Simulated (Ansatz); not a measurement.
Input:

```xyz
3
Lattice="4.1239 0.0000 0.0000 -2.0620 3.5714 0.0000 0.0000 0.0000 6.5691" Properties=species:S:1:pos:R:3 pbc="T T T"
Ge     0.0000     0.0000     0.0000
I      0.0000     2.3810     1.7393
I      2.0620     1.1905     4.8298
```

No spin polarisation.

Computed with plane-wave PAW DFT at the PBEsol-D3(BJ) level (Ansatz, an electronic-structure program, 420 eV), no spin-orbit coupling. Settings: 9×9×5 k-points, 0.05 eV Fermi–Dirac smearing.

Q: Predict the gap character.

A: Direct at A.

Q: What is the computed band gap?

A: 1.67 eV.

With I present, leaving out spin-orbit coupling can change the band edges. Whether these cells are dynamically stable was not tested. The cell was made from PbI2 by this change: Pb → Ge; the result is a model cell.
